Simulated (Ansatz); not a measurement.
The decay constant κ of evanescent states in the gap governs leakage through a thin film.

```
LiNbO3
1.0
    5.13087     0.00000     0.00000
    0.00000    13.88860     0.00000
    2.56543    -4.62953     1.48115
Li Nb O
2 2 6
Direct
  0.00000   0.71922   0.00000
  0.00000   0.21922   0.00000
  0.00000   0.00082   0.00000
  0.00000   0.50082   0.00000
  0.25926   0.63610   0.09544
  0.38604   0.89536   0.87321
  0.35470   0.28140   0.03134
  0.64530   0.13610   0.09544
  0.74074   0.39536   0.87321
  0.61396   0.78140   0.03134
```

Space group of this cell: R3c. The cell was relaxed by PBE-D3(BJ); by r2SCAN its mean pressure is -0.7 GPa.

Transport runs along the normal of the first two printed cell vectors, the (100) plane of the conventional cell.

No gap correction and no spin-orbit coupling; mid-gap is the computed energy nearest the middle.

Q: Compute, with Ansatz (an electronic-structure program) with r2SCAN, the band gap and the smallest decay constant κ at mid-gap.

A: Gap 3.97 eV on a 20×20×20 mesh; κ = 0.424 1/Å, at (0.000, 0.250) of the in-plane reciprocal vectors. At the zone centre the slowest state has κ = 0.45 1/Å.
